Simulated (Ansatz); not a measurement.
What 1 layer does to Li

Take Li in the bcc (W type) structure (space group Im-3m, No. 229; a = 3.477 Å) as the base. Axes: x, y, z lie along the cube axes.

Modification: a free-standing slab of 1 layer (1 atom, 1 a layer) is cut normal to [110], with 15 Å of vacuum and the in-plane cell held at bulk; forces were under the threshold from the start, so the atoms kept their bulk positions.

All numbers come from r2SCAN (Ansatz, an electronic-structure program; PAW; 500 eV plane waves; no spin-orbit coupling). k-mesh 16×16×1 (Γ-centred); smearing 0.05 eV (Fermi–Dirac), for the changed cell.

| quantity | base | changed | shift |
|---|---|---|---|
| layer's space group (with vacuum) | – | Cmmm (No. 65) | – |
| shortest interatomic distance | 3.012 Å | 3.012 Å | 0.000 Å |
| band gap | zero | zero | – |

Final structure:

```yaml
crystal:
  lattice:
    - [3.01158, 0.00000, 0.00000]
    - [-1.00386, 2.83934, 0.00000]
    - [0.00000, 0.00000, 15.00000]
  atoms:
    - { symbol: Li, position: [0.25000, 0.25000, 0.50000] }
```

Cost of the whole job for the changed cell (relaxation, final SCF and bands): around 23 core-seconds (rough).

Stability against distortions was not tested.
